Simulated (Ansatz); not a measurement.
The reference is Ag in the fcc (Cu type) structure (space group Fm-3m, No. 225; relaxed with 0.1 eV smearing).

```
Ag
1.0
    0.00000     2.02691     2.02691
    2.02691     0.00000     2.02691
    2.02691     2.02691     0.00000
Ag
1
Direct
  0.00000   0.00000   0.00000
```

Cartesian axes are those of the cell as printed.

The values are results of Kohn–Sham DFT with the PBEsol functional, run in Ansatz (a quantum-chemistry and plane-wave program) with PAW and 420 eV plane waves, without spin-orbit coupling, not measurements.

Strains are applied to the cell and any free atomic positions relax; under biaxial strain the out-of-plane vector relaxes too.

One change was made to it. Results:

```tsv
quantity	base	after
energy relative to the base (free energy F)	0 meV/atom	+6.5 meV/atom
pressure (mean of the normal stresses, compression positive)	0.0 GPa	2.6 GPa
```

Task: What was done to the base?
(A) biaxial strain +0.42 %, plane normal [111], relaxed out of plane
(B) biaxial strain −1.67 %, plane normal [111], relaxed out of plane
(C) biaxial strain −2.50 %, plane normal [111], relaxed out of plane

Result: B, biaxial strain −1.67 %, plane normal [111], relaxed out of plane. For comparison, the energy relative to the base in the other runs: biaxial strain +0.42 %, plane normal [111], relaxed out of plane gives +0.4 meV/atom; biaxial strain −2.50 %, plane normal [111], relaxed out of plane gives +15 meV/atom.

No phonon test of stability was made.
